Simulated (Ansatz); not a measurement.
Ansatz (a quantum-chemistry and plane-wave program) run on TaB₂Mo (P1, 4 atoms in the cell): relaxation of cell and atoms.

Method of the run: LDA (PW92), PAW files made with PBE (plane waves; Ansatz).

```yaml
crystal:
  lattice:
    - [3.12205, 0.00000, 0.00000]
    - [0.00000, 1.61160, 4.28446]
    - [0.00000, -1.61160, 4.28446]
  atoms:
    - { symbol: Ta, position: [0.97703, 0.15645, 0.12691] }
    - { symbol: B, position: [0.51208, 0.55067, 0.55236] }
    - { symbol: B, position: [0.01548, 0.45260, 0.42874] }
    - { symbol: Mo, position: [0.49541, 0.84029, 0.89198] }
```

Reference input (self-consistent single point, DFT, LDA (PW92), plane waves, PAW files made with PBE): kpoints.mp_grid.grid = 7 7 7; hamiltonian.xc = lda; hamiltonian.pseudopotentials = {kind: paw} (an earlier, softer set of the program's PAW files); scf.occupations.method = fermi_dirac; scf.occupations.width = 0.0073 Ry. This run's input differs from it in these lines:

```diff
@@ -22,2 +22,4 @@
     width: 0.0073 Ry
+relax:
+  cell: {}
 output:
```

Output (repeated stretches shortened):

```
   [... SCF lines of the steps left out ...]
relax step   1: F+E_penalty+E_count = -14828.29582918 eV  Δ(F+E_penalty+E_count) = +0.000e0 eV  max|allowed force component| = 2.207e0 eV/Å  Δτ_max = 0.0000 Å  P = -4.362 GPa  Ω = 43.115 Å³  (8 SCF iters, dr2 threshold 1.00e-7 eV, accepted)
relax step   2: F+E_penalty+E_count = -14828.33783735 eV  Δ(F+E_penalty+E_count) = -4.201e-2 eV  max|allowed force component| = 2.635e0 eV/Å  Δτ_max = 0.1801 Å  P = +17.664 GPa  Ω = 39.835 Å³  energy of the carried Pulay correction = +1.762e-3 eV  [...]
   [... lines left out ...]
relax step   6: F+E_penalty+E_count = -14828.66848889 eV  Δ(F+E_penalty+E_count) = -2.654e-5 eV  max|allowed force component| = 1.865e-3 eV/Å  Δτ_max = 0.0008 Å  P = +0.017 GPa  Ω = 41.744 Å³  energy of the carried Pulay correction = +7.196e-4 eV  [...]
relax step   7: F+E_penalty+E_count = -14828.66786451 eV  Δ(F+E_penalty+E_count) = +6.244e-4 eV  max|allowed force component| = 2.166e-3 eV/Å  Δτ_max = 0.0000 Å  P = -0.006 GPa  Ω = 41.744 Å³  stress off target by 1.54e-2 GPa  SCF on the basis [...]
basis re-selected at this cell: Δ(F+E_penalty+E_count) = +6.244e-4 eV, ΔP = -0.023 GPa vs the last step
Stability not checked: this state was not tested for a lower state beside it, because too few of the mixer's solves of this state at the end of the SCF gave a …
Free energy (F): -14828.667865 eV
Internal energy: -14828.616685 eV  (E = F + TS)
E sigma→0 (E₀):  -14828.642275 eV
Entropy (-TS):   -0.051179 eV (-12.795 meV/atom)
Fermi energy:    19.986995 eV
--- Forces (eV/Å), atoms counted from 1 ---
  atom   1  Ta    -0.00004663     0.00010105     0.00095550
   [... lines left out ...]
  cell:  # Å, volume = 41.7441 Å³
   [... lines left out ...]
    - [3.706693228828738e-6, -1.5956309605019696, 4.238901072764768]
  atoms:
    - { symbol: Ta, position: [9.000065649354365e-7, 0.1464864910787246, 0.1464884036653392] }
    - { symbol: B, position: [0.5000007398697514, 0.5583633424858696, 0.5583597452050973] }
    - { symbol: B, position: [8.897936549694343e-7, 0.4398932810151189, 0.4398957033190504] }
    - { symbol: Mo, position: [0.4999984703300287, 0.8552558854202867, 0.8552551478105126] }
```

The run converged.  The full log also holds: “iter 5 did not close the SCF: its close was put off for the readings that it lacked (scf_convergence_deferred on its scf_iter line)”. The full log also holds: “iter 3 did not close the SCF: its close was put off for the readings that it lacked (scf_convergence_deferred on its scf_iter line)”.

Summary of the result:
Free energy E − TS (on the zero of these files): -14828.6679 eV
Fermi level (on the code's own zero): 19.99 eV
Pressure: -0.01 GPa
Largest force (vector length): 0.002 eV/Å
Final cell: a = 3.086 Å, b = 4.529 Å, c = 4.529 Å, α = 41.26°, β = 90.00°, γ = 90.00°
Final volume per atom: 10.44 Å³
Relaxation steps: 7

The starting cell comes from a database of computed structures (which also holds hypothetical and non-ambient phases and stackings), without a prior relaxation at this level. Its atoms were displaced at random from the sites of space group no. 38. Spin polarisation is off. Ansatz's pressure includes its estimate of the finite-basis (Pulay) stress.

Cost on one core of a shared machine: roughly 90 s.

Keys are those of Ansatz 0.2.
